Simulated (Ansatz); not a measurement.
Sc on the Si site in 4H silicon carbide: one set of geometries, relaxed with PBE, evaluated in Ansatz (PAW, plane waves to 420 eV, 500 eV under r2SCAN) with PBE, r2SCAN.

Details: 96-site cell; 2×2×2 shifted k-points; start: the Si(k) site; charged states image-corrected; finite-size errors of tenths of an eV; flagged in the runs: a host whose relaxation on this sampling wasn't shown to rest, a strain field that reaches the edge of the cell.

```json
[
 {"quantity": "host gap (eV)", "PBE": "2.23", "r2SCAN": "…"},
 {"quantity": "ε(+1/0) above the VBM (eV)", "PBE": "not bound", "r2SCAN": "not settled"},
 {"quantity": "ε(0/−1) above the VBM (eV)", "PBE": "0.27", "r2SCAN": "…"},
 {"quantity": "neutral formation energy against hcp Sc, silicon (eV)", "PBE": "2.64", "r2SCAN": "…"},
 {"quantity": "largest moment on one atom at charge 0 (μB)", "PBE": "0.13", "r2SCAN": "…"}
]
```

Problem. Given the lower rungs, what does r2SCAN give?

Solution. 
- host gap (eV), r2SCAN: 2.59
- ε(0/−1) above the VBM (eV), r2SCAN: 0.32
- neutral formation energy against hcp Sc, silicon (eV), r2SCAN: 2.45
- largest moment on one atom at charge 0 (μB), r2SCAN: 0.15

"Not bound" means that the carrier spreads over host band states in this cell; a shallow level, bound over tens of ångströms, can't be resolved here.

Ansatz is a quantum-chemistry and plane-wave program.
